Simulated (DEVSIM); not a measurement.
Device: Cr/SiO2/n-Ge capacitor, at 300 K.

| layer (left to right) | material | thickness (nm) | Nd (cm⁻³) |
|---|---|---|---|
| 1 | SiO2 | 0.980 | - |
| 2 | Ge | 8900 | 4.5e15 |

Metal gate on the left, work function 4.5 eV. Fixed charge at the semiconductor interface -1.9e10 cm⁻² (in units of +e); no interface traps.

This is a model device: material constants are rounded textbook-type values typed into the input, and sizes, dopings and lifetimes were drawn at random. Values at 300 K.

| parameter | SiO2 | Ge |
|---|---|---|
| gap (eV) | 9 | 0.664 |
| affinity (eV) | 0.9 | 4 |
| permittivity | 3.9 | 16 |
| Nc (cm⁻³) | - | 1.04e19 |
| Nv (cm⁻³) | - | 6e18 |

Model (solved in DEVSIM): 1D Poisson equation in equilibrium, Boltzmann statistics, complete ionisation; no quantum confinement or tunnelling. Metal contacts follow the ideal Schottky-Mott rule: no Fermi-level pinning, no interface dipoles.

### Question
Give the band bending (positive: bands bend down) and minority sheet density.

### Answer

| Vg (V) | ψs (V) | minority carriers (cm⁻²) |
|---|---|---|
| -0.2 | -0.446 | 1.0e12 |
| -0.05 | -0.341 | 6.5e10 |
| 0.1 | -0.195 | 4.9e8 |
| 0.25 | -0.049 | < 1e8 |
| 0.4 | 0.089 | < 1e8 |
| 0.55 | 0.181 | < 1e8 |
